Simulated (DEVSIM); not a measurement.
System: Mo/Al2O3/SiO2/p-Si capacitor, at 300 K.

```tsv
layer (left to right)	material	thickness (nm)	Na (cm⁻³)
1	Al2O3	3.10	-
2	SiO2	1.10	-
3	Si	610	8.9e17
```

Metal gate on the left, work function 4.6 eV. Fixed charge at the semiconductor interface -7.7e10 cm⁻² (in units of +e); no interface traps.

The device is made up for the run: typed textbook-type constants, with dimensions and the other settings drawn at random. Values at 300 K.

```csv
parameter,Al2O3,SiO2,Si
gap (eV),6.8,9,1.124
affinity (eV),1.35,0.9,4.05
permittivity,9,3.9,11.7
Nc (cm⁻³),-,-,2.86e19
Nv (cm⁻³),-,-,3.1e19
```

Simulated with DEVSIM: 1D Poisson equation in equilibrium, Boltzmann statistics, complete ionisation; no quantum confinement or tunnelling. Metal contacts follow the ideal Schottky-Mott rule: no Fermi-level pinning, no interface dipoles.

The Al2O3 thickness was swept, all else fixed.

```
Al2O3 thickness (μm)  threshold voltage (band bending 2φF) (V)  minimum of the low-frequency capacitance (μF/cm²)  capacitance of the dielectric stack (μF/cm²)
--------------------  ----------------------------------------  -------------------------------------------------  --------------------------------------------
0.0012                                              (withheld)                                              0.269                                          2.13
0.0017                                                    0.74                                              0.265                                          1.88
0.0022                                                    0.78                                              0.263                                          1.68
0.0026                                                    0.81                                              0.258                                          1.55
0.0031                                                    0.84                                              0.252                                          1.41
0.0037                                                    0.88                                              0.250                                          1.28
```

Task: Fill in the missing entries.

Result: 
- 0.0012, threshold voltage (band bending 2φF) (V): 0.71
